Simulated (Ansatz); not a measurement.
**BaSiO3 (model structure, started from the tetragonal perovskite type, P4mm, No. 99, 5 atoms in the cell)**

Level of theory: LDA (PAW; Ansatz, a quantum-chemistry and plane-wave program).

Run with plane-wave cutoff 520 eV, 16×16×12 k mesh (along the axes of the cell as run), Fermi–Dirac smearing 0.05 eV, scalar-relativistic PAW data made under PBE.

Cell (relaxed with PBEsol):

```
BaO3Si
1.0
    3.52744     0.00000     0.00000
    0.00000     3.52744     0.00000
    0.00000     0.00000     4.96393
Si Ba O
1 1 3
Cartesian
  1.76372   1.76372   2.43215
  0.00000   0.00000  -0.05932
  1.76372   1.76372   4.07361
  1.76372   0.00000   2.00380
  0.00000   1.76372   2.00380
```

For BaSiO3 (model structure, started from the tetragonal perovskite type, P4mm, No. 99, 5 atoms in the cell), the band gap comes out as 1.14 eV (on the SCF k mesh).

Note: the relaxation could raise the start's symmetry but not lower it, so the cell can be a saddle point; cell and atoms aren't relaxed at this level (largest force component 0.26 eV/Å, pressure -4.6 GPa).

Spin–orbit coupling is not included.

The computed numbers hold no vibrational or temperature effects.

A model structure was made by putting elements into a prototype or built by hand; it is no filed structure, need not be a known phase, and can be a saddle point held by its symmetry.
